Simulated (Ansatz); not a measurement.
Si well of 13 atomic layers along [001] in random Si0.7Ge0.3, interfaces graded over 8 layers

Prepared with Tersoff's 1989 multicomponent potential (SiCGe.tersoff) (LAMMPS): minimisation. Geometry as solved with PBE, support functions at accuracy medium on the grid of 370 eV (Ansatz, a program for electronic structure).

```xyz
720
Lattice="16.67 0.00 0.00 0.00 16.67 0.00 0.00 0.00 54.99" Properties=species:S:1:pos:R:3 pbc="T T T"
Si    -0.01     0.03     0.02
Si     1.40     1.40     1.37
Si     2.78     2.77    -0.01
Si     4.17     4.16     1.35
Si     2.75     0.01     2.76
Si     4.14     1.41     4.11
Si     0.04     2.79     2.73
Si     1.41     4.16     4.11
Si     0.02    -0.02     5.55
Si     1.40     1.38     6.90
Si     2.75     2.76     5.49
Ge     4.17     4.15     6.88
Si     2.81     0.03     8.25
Si     4.17     1.40     9.65
Si     0.03     2.75     8.30
Si     1.38     4.15     9.68
Ge    -0.01     0.02    11.09
Si     1.41     1.43    12.46
Si     2.78     2.77    11.03
Si     4.18     4.12    12.39
Si     2.77     0.00    13.80
Si     4.19     1.35    15.16
Si    -0.01     2.77    13.82
Si     1.33     4.16    15.20
Si    -0.05    -0.02    16.54
Ge     1.36     1.36    17.95
Ge     2.80     2.79    16.55
Si     4.19     4.19    17.97
Si     2.78    -0.05    19.31
Ge     4.18     1.39    20.68
Si    -0.03     2.80    19.33
Si     1.38     4.17    20.67
Si     0.00     0.00    22.02
Si     1.38     1.39    23.38
Si     2.75     2.80    22.05
Si     4.17     4.17    23.38
Si     2.78     0.00    24.73
Si     4.17     1.39    26.09
Si    -0.01     2.78    24.73
Si     1.38     4.16    26.08
Si     0.00     0.01    27.45
Si     1.39     1.39    28.81
Si     2.77     2.78    27.44
Si     4.16     4.16    28.79
Si     2.78     0.00    30.16
Si     4.18     1.39    31.51
Si     0.00     2.78    30.17
Si     1.39     4.17    31.53
Si     0.00     0.00    32.88
Si     1.40     1.38    34.20
Si     2.78     2.77    32.87
Si     4.17     4.11    34.25
Ge     2.79     0.00    35.63
Si     4.19     1.42    37.03
Ge     0.00     2.76    35.61
Si     1.39     4.16    37.02
Si    -0.03    -0.03    38.38
Ge     1.39     1.39    39.76
Si     2.80     2.81    38.38
Si     4.20     4.16    39.76
Si     2.84     0.00    41.12
Si     4.21     1.39    42.49
Si    -0.01     2.79    41.18
Si     1.38     4.18    42.51
Ge    -0.04     0.01    43.90
Si     1.40     1.38    45.28
Ge     2.80     2.78    43.88
Si     4.20     4.19    45.29
Si     2.79     0.01    46.61
Ge     4.16     1.40    48.04
Ge     0.00     2.79    46.67
Si     1.44     4.19    48.05
Ge     0.00     0.03    49.39
Ge     1.41     1.44    50.84
Si     2.81     2.84    49.44
Si     4.20     4.18    50.82
Si     2.81     0.02    52.21
Si     4.15     1.43    53.57
Si    -0.02     2.80    52.25
Si     1.39     4.13    53.61
Ge    -0.03     5.54    -0.03
Ge     1.43     6.95     1.39
Si     2.81     8.35    -0.01
Si     4.16     9.72     1.38
Si     2.83     5.52     2.77
Si     4.21     6.92     4.10
Si     0.02     8.33     2.79
Si     1.39     9.72     4.10
Si     0.04     5.55     5.48
Si     1.40     6.90     6.88
Ge     2.80     8.33     5.50
Si     4.18     9.77     6.89
Si     2.74     5.53     8.29
Si     4.15     6.88     9.65
Ge    -0.03     8.31     8.24
Ge     1.39     9.78     9.62
Si    -0.04     5.52    11.03
Si     1.32     6.92    12.41
Ge     2.76     8.30    11.03
Ge     4.18     9.78    12.41
Ge     2.74     5.51    13.77
Ge     4.18     6.90    15.22
Si    -0.03     8.29    13.80
Ge     1.34     9.74    15.18
Si    -0.02     5.55    16.58
Si     1.35     6.91    17.98
Ge     2.77     8.34    16.63
Si     4.19     9.76    17.99
Si     2.78     5.55    19.32
Si     4.17     6.95    20.66
Si    -0.01     8.33    19.31
Si     1.38     9.71    20.66
Si    -0.01     5.56    22.02
Si     1.41     6.92    23.36
Si     2.78     8.34    22.02
Si     4.18     9.72    23.38
Si     2.79     5.55    24.74
Si     4.17     6.95    26.09
Ge     0.00     8.34    24.73
Si     1.42     9.74    26.12
Si    -0.01     5.54    27.44
Si     1.38     6.93    28.79
Si     2.79     8.33    27.46
Si     4.18     9.73    28.79
Si     2.77     5.55    30.15
Si     4.15     6.95    31.49
Si    -0.03     8.30    30.12
Ge     1.40     9.71    31.48
Si    -0.01     5.56    32.88
Si     1.35     6.96    34.24
Si     2.77     8.29    32.87
Ge     4.17     9.72    34.25
Ge     2.78     5.56    35.62
Si     4.21     6.95    37.01
Si    -0.01     8.34    35.63
Si     1.38     9.73    36.99
Si     0.00     5.56    38.32
Ge     1.43     6.94    39.70
Si     2.83     8.37    38.33
Si     4.20     9.71    39.73
Si     2.78     5.51    41.12
Ge     4.17     6.92    42.52
Ge    -0.02     8.36    41.10
Ge     1.40     9.74    42.57
Si     0.03     5.54    43.92
Si     1.40     6.92    45.31
Si     2.78     8.30    43.96
Si     4.16     9.68    45.30
Si     2.81     5.55    46.67
Si     4.19     6.92    48.04
Si     0.00     8.32    46.65
Si     1.36     9.68    48.04
Ge    -0.01     5.55    49.45
Si     1.36     6.96    50.86
Ge     2.78     8.31    49.44
Si     4.19     9.69    50.85
Ge     2.79     5.56    52.24
Si     4.20     6.97    53.63
Si    -0.02     8.34    52.23
Si     1.40     9.68    53.60
Ge     0.03    11.12     0.00
Si     1.42    12.53     1.42
Si     2.80    13.88     0.04
Si     4.13    15.30     1.40
Si     2.78    11.11     2.77
Si     4.13    12.47     4.18
Si     0.01    13.91     2.76
Si     1.39    15.29     4.15
Ge     0.01    11.13     5.51
Si     1.43    12.52     6.89
Si     2.78    13.90     5.52
Si     4.14    15.27     6.91
Si     2.83    11.17     8.25
Si     4.19    12.53     9.65
Ge    -0.03    13.88     8.27
Ge     1.44    15.30     9.66
Si    -0.02    11.15    11.03
Ge     1.39    12.54    12.43
Si     2.84    13.91    11.04
Si     4.15    15.31    12.42
Si     2.78    11.14    13.83
Si     4.16    12.48    15.20
Si    -0.03    13.92    13.83
Si     1.35    15.32    15.16
Si    -0.05    11.14    16.58
Si     1.35    12.49    17.96
Ge     2.76    13.90    16.56
Si     4.19    15.29    17.95
Si     2.77    11.12    19.32
Si     4.17    12.51    20.65
Si    -0.02    13.89    19.30
Si     1.38    15.27    20.66
Si    -0.03    11.10    21.99
Ge     1.39    12.50    23.38
Si     2.80    13.91    22.00
Si     4.18    15.28    23.39
Si     2.81    11.10    24.76
Si     4.19    12.51    26.10
Si    -0.02    13.92    24.76
Si     1.39    15.29    26.10
Si     0.00    11.12    27.45
Si     1.40    12.52    28.79
Si     2.79    13.90    27.44
Si     4.17    15.28    28.80
Si     2.81    11.14    30.13
Si     4.18    12.52    31.52
Si     0.01    13.90    30.15
Si     1.39    15.28    31.52
Ge    -0.03    11.14    32.91
Si     1.39    12.55    34.28
Si     2.78    13.89    32.88
Si     4.19    15.27    34.23
Si     2.73    11.12    35.62
Ge     4.15    12.53    37.00
Si     0.00    13.91    35.64
Si     1.36    15.28    37.03
Si    -0.01    11.13    38.34
Si     1.34    12.52    39.71
Si     2.74    13.93    38.40
Si     4.18    15.29    39.74
Ge     2.79    11.14    41.09
Si     4.16    12.54    42.50
Si    -0.04    13.87    41.09
Ge     1.40    15.26    42.47
Si    -0.04    11.16    43.91
Si     1.36    12.53    45.24
Si     2.79    13.88    43.89
Si     4.14    15.32    45.23
Ge     2.74    11.11    46.66
Si     4.12    12.51    48.08
Si    -0.01    13.90    46.60
Ge     1.42    15.26    48.00
Ge     0.01    11.08    49.47
Si     1.41    12.52    50.84
Si     2.79    13.89    49.47
Si     4.16    15.29    50.84
Ge     2.80    11.11    52.23
Si     4.18    12.51    53.64
Si     0.02    13.86    52.22
Ge     1.40    15.28    53.62
Ge     5.54     0.03     0.00
Si     6.93     1.46     1.39
Si     8.29     2.85     0.02
Si     9.69     4.20     1.38
Ge     8.30     0.05     2.80
Si     9.73     1.40     4.20
Si     5.53     2.80     2.75
Si     6.94     4.16     4.12
Ge     5.54     0.03     5.54
Si     6.97     1.42     6.93
Si     8.32     2.79     5.52
Si     9.69     4.18     6.87
Si     8.36     0.00     8.25
Si     9.73     1.32     9.65
Si     5.58     2.76     8.30
Si     6.93     4.18     9.63
Si     5.52     0.02    11.05
Si     6.89     1.38    12.42
Ge     8.33     2.75    11.03
Si     9.73     4.11    12.45
Ge     8.32    -0.03    13.79
Ge     9.76     1.40    15.21
Si     5.54     2.75    13.81
Si     6.91     4.11    15.22
Si     5.57     0.01    16.57
Si     6.96     1.39    17.94
Si     8.33     2.79    16.59
Si     9.73     4.16    17.95
Si     8.34     0.00    19.31
Si     9.73     1.39    20.66
Si     5.59     2.80    19.29
Si     6.97     4.18    20.66
Si     5.59    -0.02    22.05
Si     6.96     1.39    23.39
Si     8.34     2.78    22.02
Si     9.73     4.17    23.38
Si     8.34     0.00    24.74
Si     9.73     1.39    26.09
Si     5.56     2.78    24.73
Si     6.95     4.17    26.09
Si     5.56     0.00    27.44
Si     6.95     1.38    28.79
Si     8.34     2.78    27.44
Si     9.73     4.16    28.79
Si     8.34     0.00    30.15
Si     9.75     1.37    31.50
Si     5.55     2.77    30.14
Si     6.95     4.16    31.46
Si     5.56     0.00    32.88
Si     6.93     1.37    34.28
Ge     8.34     2.77    32.88
Si     9.74     4.19    34.27
Si     8.35     0.01    35.63
Si     9.73     1.40    36.99
Si     5.56     2.77    35.64
Si     6.94     4.17    36.99
Si     5.56     0.01    38.38
Si     6.96     1.39    39.74
Si     8.33     2.78    38.36
Si     9.68     4.15    39.75
Si     8.36     0.04    41.11
Si     9.71     1.37    42.54
Si     5.59     2.77    41.12
Si     6.96     4.15    42.51
Si     5.55     0.03    43.90
Si     6.94     1.40    45.27
Si     8.32     2.76    43.89
Si     9.72     4.11    45.26
Si     8.36     0.04    46.63
Si     9.75     1.38    48.03
Si     5.56     2.78    46.63
Ge     6.92     4.18    48.05
Si     5.54     0.02    49.49
Si     6.90     1.41    50.84
Ge     8.36     2.76    49.46
Si     9.73     4.22    50.84
Ge     8.31    -0.02    52.19
Ge     9.70     1.47    53.59
Si     5.55     2.81    52.21
Si     6.92     4.19    53.59
Si     5.56     5.57     0.00
Si     6.94     6.94     1.39
Si     8.31     8.31     0.00
Si     9.69     9.72     1.33
Si     8.32     5.56     2.77
Si     9.70     6.93     4.15
Si     5.56     8.34     2.74
Si     6.94     9.70     4.14
Si     5.59     5.56     5.48
Si     6.96     6.93     6.86
Si     8.34     8.33     5.51
Si     9.75     9.71     6.87
Si     8.30     5.53     8.23
Ge     9.71     6.95     9.60
Ge     5.55     8.32     8.27
Si     6.92     9.76     9.66
Si     5.54     5.52    11.02
Si     6.92     6.89    12.39
Ge     8.29     8.35    11.04
Ge     9.74     9.80    12.42
Ge     8.30     5.50    13.81
Ge     9.73     6.93    15.25
Ge     5.60     8.32    13.80
Ge     6.99     9.77    15.23
Si     5.60     5.53    16.61
Si     6.96     6.95    17.96
Si     8.35     8.35    16.64
Si     9.74     9.74    17.96
Si     8.36     5.56    19.31
Si     9.74     6.95    20.66
Si     5.56     8.34    19.32
Si     6.95     9.73    20.67
Si     5.56     5.56    22.02
Si     6.95     6.94    23.37
Si     8.34     8.34    22.02
Si     9.73     9.72    23.38
Si     8.34     5.56    24.73
Si     9.72     6.95    26.09
Si     5.57     8.33    24.73
Si     6.95     9.73    26.09
Si     5.56     5.56    27.45
Si     6.94     6.95    28.80
Si     8.34     8.34    27.45
Si     9.73     9.73    28.81
Si     8.34     5.56    30.14
Si     9.72     6.93    31.52
Si     5.55     8.34    30.16
Si     6.94     9.73    31.51
Ge     5.56     5.54    32.87
Si     6.97     6.94    34.27
Si     8.31     8.31    32.85
Ge     9.71     9.75    34.21
Si     8.34     5.55    35.63
Si     9.69     6.93    37.01
Si     5.58     8.30    35.63
Ge     6.96     9.73    37.01
Si     5.57     5.55    38.38
Si     6.95     6.93    39.75
Si     8.36     8.31    38.40
Si     9.76     9.69    39.73
Si     8.31     5.54    41.13
Si     9.69     6.94    42.47
Si     5.57     8.32    41.10
Si     6.95     9.66    42.49
Si     5.60     5.53    43.91
Si     6.95     6.96    45.24
Si     8.35     8.32    43.87
Si     9.75     9.68    45.25
Ge     8.37     5.58    46.64
Si     9.74     6.97    48.08
Si     5.56     8.30    46.65
Si     6.94     9.64    48.04
Si     5.55     5.58    49.46
Si     6.94     6.93    50.84
Si     8.31     8.29    49.44
Si     9.69     9.66    50.81
Si     8.32     5.56    52.22
Si     9.68     6.92    53.62
Si     5.57     8.31    52.22
Si     6.91     9.67    53.62
Si     5.53    11.06    -0.02
Ge     6.93    12.44     1.38
Ge     8.34    13.86    -0.05
Ge     9.73    15.28     1.41
Si     8.34    11.05     2.76
Ge     9.72    12.49     4.16
Ge     5.52    13.90     2.80
Si     6.94    15.28     4.18
Si     5.57    11.12     5.50
Si     6.92    12.53     6.87
Si     8.32    13.92     5.55
Si     9.74    15.28     6.90
Ge     8.35    11.13     8.26
Si     9.78    12.54     9.66
Si     5.54    13.89     8.25
Ge     6.95    15.28     9.65
Si     5.59    11.17    11.01
Si     6.99    12.52    12.40
Si     8.39    13.88    11.04
Si     9.77    15.26    12.40
Si     8.35    11.20    13.82
Si     9.74    12.53    15.20
Ge     5.56    13.90    13.81
Si     6.95    15.27    15.24
Si     5.54    11.15    16.60
Si     6.96    12.52    17.94
Si     8.35    13.90    16.58
Si     9.73    15.28    17.96
Si     8.34    11.12    19.31
Si     9.73    12.50    20.67
Si     5.57    13.90    19.30
Si     6.96    15.28    20.67
Si     5.56    11.12    22.01
Si     6.95    12.50    23.37
Si     8.34    13.89    22.02
Si     9.73    15.28    23.38
Si     8.34    11.11    24.73
Si     9.72    12.50    26.09
Si     5.56    13.89    24.73
Si     6.95    15.28    26.09
Si     5.58    11.12    27.45
Si     6.95    12.51    28.81
Si     8.33    13.89    27.44
Si     9.72    15.28    28.79
Si     8.34    11.12    30.17
Si     9.73    12.52    31.51
Si     5.57    13.91    30.16
Si     6.96    15.29    31.52
Si     5.58    11.14    32.87
Si     6.95    12.53    34.24
Si     8.35    13.91    32.89
Si     9.73    15.30    34.25
Si     8.32    11.14    35.60
Ge     9.75    12.50    36.99
Si     5.58    13.92    35.60
Si     6.93    15.33    36.98
Si     5.55    11.12    38.40
Si     6.89    12.51    39.77
Ge     8.30    13.93    38.40
Si     9.75    15.32    39.77
Ge     8.33    11.09    41.10
Ge     9.76    12.54    42.52
Si     5.53    13.90    41.12
Ge     6.95    15.31    42.49
Ge     5.53    11.07    43.85
Ge     6.95    12.51    45.25
Si     8.37    13.94    43.91
Si     9.74    15.32    45.27
Ge     8.35    11.05    46.66
Ge     9.75    12.54    48.05
Ge     5.50    13.92    46.68
Ge     6.97    15.34    48.08
Ge     5.55    11.08    49.41
Ge     6.94    12.55    50.84
Si     8.37    13.93    49.46
Si     9.77    15.27    50.81
Ge     8.34    11.06    52.24
Si     9.77    12.48    53.57
Si     5.51    13.91    52.24
Si     6.91    15.26    53.58
Ge    11.15     0.04     0.02
Si    12.56     1.40     1.41
Si    13.92     2.77     0.03
Si    15.29     4.13     1.39
Si    13.90    -0.04     2.75
Ge    15.30     1.38     4.13
Ge    11.11     2.80     2.78
Si    12.49     4.19     4.20
Si    11.12    -0.02     5.51
Si    12.52     1.34     6.87
Si    13.86     2.77     5.52
Ge    15.30     4.16     6.89
Si    13.90     0.00     8.28
Si    15.28     1.39     9.65
Ge    11.09     2.73     8.24
Ge    12.55     4.14     9.65
Si    11.13    -0.02    11.03
Si    12.49     1.40    12.39
Si    13.93     2.74    11.06
Si    15.29     4.13    12.44
Ge    13.86    -0.01    13.82
Si    15.28     1.40    15.20
Si    11.16     2.79    13.79
Si    12.53     4.16    15.19
Si    11.13    -0.03    16.60
Si    12.51     1.38    17.94
Si    13.90     2.77    16.57
Si    15.26     4.17    17.94
Si    13.90     0.00    19.30
Si    15.27     1.39    20.67
Si    11.12     2.77    19.30
Si    12.50     4.17    20.65
Si    11.12     0.00    22.02
Si    12.50     1.39    23.38
Si    13.88     2.78    22.02
Si    15.28     4.17    23.37
Si    13.89     0.01    24.73
Si    15.28     1.39    26.09
Si    11.11     2.78    24.73
Si    12.50     4.16    26.09
Si    11.12     0.00    27.44
Si    12.51     1.39    28.80
Si    13.89     2.78    27.45
Si    15.28     4.16    28.81
Si    13.89     0.01    30.16
Si    15.28     1.39    31.53
Si    11.12     2.78    30.15
Si    12.49     4.16    31.52
Si    11.12     0.01    32.88
Si    12.50     1.39    34.25
Si    13.88     2.78    32.89
Si    15.26     4.18    34.23
Si    13.89    -0.01    35.61
Si    15.28     1.33    36.98
Si    11.11     2.77    35.61
Si    12.50     4.16    36.95
Si    11.11    -0.01    38.35
Si    12.48     1.33    39.74
Ge    13.87     2.74    38.35
Ge    15.29     4.19    39.76
Si    13.89     0.00    41.13
Si    15.24     1.42    42.49
Ge    11.10     2.75    41.13
Si    12.53     4.15    42.50
Si    11.12     0.00    43.89
Si    12.50     1.39    45.25
Si    13.89     2.79    43.89
Si    15.28     4.18    45.26
Si    13.87     0.01    46.65
Si    15.22     1.40    48.03
Si    11.11     2.75    46.63
Ge    12.50     4.17    48.04
Si    11.11     0.01    49.42
Si    12.47     1.42    50.79
Si    13.89     2.77    49.45
Si    15.26     4.14    50.84
Ge    13.89     0.07    52.22
Si    15.31     1.43    53.64
Si    11.11     2.82    52.16
Ge    12.51     4.18    53.60
Si    11.07     5.57     0.01
Si    12.49     6.94     1.34
Si    13.86     8.31    -0.04
Ge    15.25     9.69     1.41
Ge    13.90     5.56     2.77
Si    15.34     6.95     4.15
Ge    11.10     8.34     2.74
Si    12.50     9.76     4.15
Si    11.09     5.57     5.54
Si    12.48     6.94     6.91
Ge    13.89     8.33     5.52
Si    15.25     9.76     6.91
Si    13.89     5.59     8.27
Si    15.26     6.92     9.67
Si    11.13     8.36     8.25
Si    12.50     9.74     9.64
Ge    11.10     5.53    11.06
Ge    12.57     6.94    12.44
Si    13.89     8.35    10.99
Ge    15.26     9.74    12.42
Si    13.94     5.52    13.84
Si    15.28     6.93    15.21
Ge    11.16     8.38    13.86
Si    12.55     9.79    15.25
Si    11.16     5.51    16.59
Si    12.51     6.95    17.94
Si    13.90     8.34    16.57
Si    15.27     9.72    17.95
Si    13.89     5.56    19.30
Si    15.27     6.95    20.67
Si    11.12     8.34    19.30
Si    12.50     9.72    20.66
Si    11.11     5.56    22.02
Si    12.50     6.94    23.38
Si    13.87     8.33    22.02
Si    15.25     9.74    23.35
Si    13.88     5.55    24.73
Si    15.25     6.92    26.11
Si    11.11     8.33    24.73
Si    12.50     9.72    26.08
Si    11.11     5.56    27.44
Si    12.49     6.94    28.81
Si    13.88     8.33    27.44
Si    15.27     9.72    28.78
Si    13.88     5.55    30.17
Si    15.27     6.94    31.52
Si    11.11     8.34    30.17
Si    12.51     9.73    31.52
Si    11.11     5.55    32.89
Si    12.52     6.93    34.23
Si    13.89     8.34    32.88
Si    15.24     9.71    34.29
Si    13.89     5.56    35.61
Si    15.27     6.94    36.99
Ge    11.13     8.32    35.65
Si    12.54     9.73    37.04
Ge    11.11     5.54    38.38
Si    12.52     6.96    39.77
Si    13.91     8.33    38.39
Si    15.26     9.78    39.71
Si    13.85     5.56    41.14
Ge    15.27     6.92    42.54
Si    11.10     8.31    41.12
Ge    12.51     9.74    42.51
Ge    11.10     5.53    43.87
Ge    12.52     6.97    45.31
Si    13.92     8.36    43.92
Si    15.32     9.71    45.26
Si    13.94     5.56    46.66
Si    15.28     6.96    48.03
Si    11.09     8.34    46.70
Si    12.51     9.67    48.06
Si    11.10     5.58    49.45
Si    12.53     6.92    50.79
Si    13.90     8.32    49.43
Si    15.25     9.69    50.86
Si    13.91     5.57    52.18
Si    15.25     6.96    53.56
Ge    11.11     8.30    52.21
Si    12.51     9.73    53.61
Si    11.11    11.09    -0.02
Ge    12.52    12.49     1.38
Si    13.96    13.87    -0.01
Si    15.30    15.28     1.37
Si    13.90    11.12     2.81
Si    15.27    12.55     4.13
Si    11.14    13.90     2.79
Si    12.50    15.28     4.14
Si    11.14    11.11     5.55
Si    12.51    12.52     6.91
Si    13.88    13.91     5.52
Si    15.26    15.30     6.88
Si    13.88    11.13     8.29
Si    15.24    12.50     9.68
Si    11.14    13.92     8.27
Si    12.52    15.29     9.66
Si    11.16    11.16    11.01
Si    12.51    12.52    12.44
Si    13.88    13.90    11.05
Si    15.26    15.25    12.44
Si    13.88    11.16    13.84
Si    15.27    12.53    15.20
Si    11.12    13.89    13.81
Si    12.48    15.25    15.22
Si    11.11    11.14    16.58
Si    12.49    12.51    17.94
Si    13.87    13.89    16.58
Si    15.26    15.27    17.92
Si    13.88    11.11    19.29
Si    15.26    12.50    20.65
Si    11.11    13.89    19.31
Si    12.51    15.29    20.66
Si    11.11    11.11    22.02
Si    12.50    12.51    23.38
Si    13.89    13.89    22.02
Si    15.27    15.29    23.37
Si    13.88    11.12    24.73
Si    15.28    12.51    26.10
Si    11.11    13.90    24.74
Si    12.50    15.28    26.09
Si    11.11    11.11    27.44
Si    12.50    12.51    28.80
Si    13.89    13.90    27.45
Si    15.28    15.29    28.80
Si    13.89    11.11    30.14
Si    15.28    12.51    31.46
Si    11.11    13.90    30.15
Si    12.48    15.31    31.50
Si    11.14    11.15    32.85
Si    12.50    12.49    34.27
Ge    13.90    13.90    32.88
Si    15.31    15.31    34.27
Si    13.88    11.12    35.64
Si    15.27    12.52    36.98
Si    11.14    13.92    35.60
Si    12.51    15.28    36.98
Si    11.15    11.09    38.40
Si    12.51    12.53    39.74
Si    13.89    13.90    38.36
Si    15.25    15.27    39.75
Si    13.90    11.16    41.10
Si    15.26    12.52    42.51
Si    11.15    13.94    41.11
Si    12.51    15.30    42.51
Si    11.11    11.12    43.93
Si    12.48    12.53    45.25
Si    13.87    13.90    43.88
Si    15.23    15.27    45.29
Ge    13.86    11.08    46.63
Ge    15.29    12.51    48.02
Si    11.13    13.94    46.62
Si    12.47    15.32    48.01
Ge    11.13    11.07    49.47
Si    12.51    12.47    50.87
Ge    13.83    13.90    49.43
Ge    15.30    15.27    50.84
Si    13.90    11.10    52.24
Si    15.29    12.49    53.57
Si    11.11    13.86    52.19
Ge    12.52    15.24    53.60
```
